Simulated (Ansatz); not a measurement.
Results of PBEsol-D3(BJ) (Ansatz, an electronic-structure program, plane waves, PAW) for white tin (β-Sn).

Settings: plane-wave cutoff 520 eV, 20×20×20 k mesh, Fermi–Dirac smearing 0.05 eV, scalar-relativistic PAW data made under PBE.

A third-order Birch–Murnaghan fit to the energies gives V0 = 25.762 Å³/atom, B0 = 63.0 GPa, B′ = 4.8.

| V (Å³/atom) | P (GPa) |
|---|---|
| 24.731 | … |
| 25.246 | … |
| 25.762 | 0.000 |
| 26.277 | … |
| 26.792 | … |

Question: Estimate the withheld pressures from this fit; the answers are the runs' own values.

Answer: 
- 24.731, P (GPa): 2.835
- 25.246, P (GPa): 1.336
- 26.277, P (GPa): -1.191
- 26.792, P (GPa): -2.251

The formula P = (3/2) B0 (x^(7/3) − x^(5/3)) [1 + (3/4)(B′ − 4)(x^(2/3) − 1)] with x = V0/V meets the computed pressures within 0.01 GPa when these rounded values are put in.

Shape and atoms are relaxed at each volume.

Measured, for comparison: bulk modulus 57.0 GPa (temperature not stated, not corrected to a static lattice; as tabulated in Chen et al. (2023), arXiv:2209.05059). Computed (rounded) less measured: bulk modulus +11 %.

Note: the bulk modulus comes from volumes at which shape and atoms were relaxed.

Spin–orbit coupling is not included.

It cost around 13 core-minutes (rough) of CPU time.
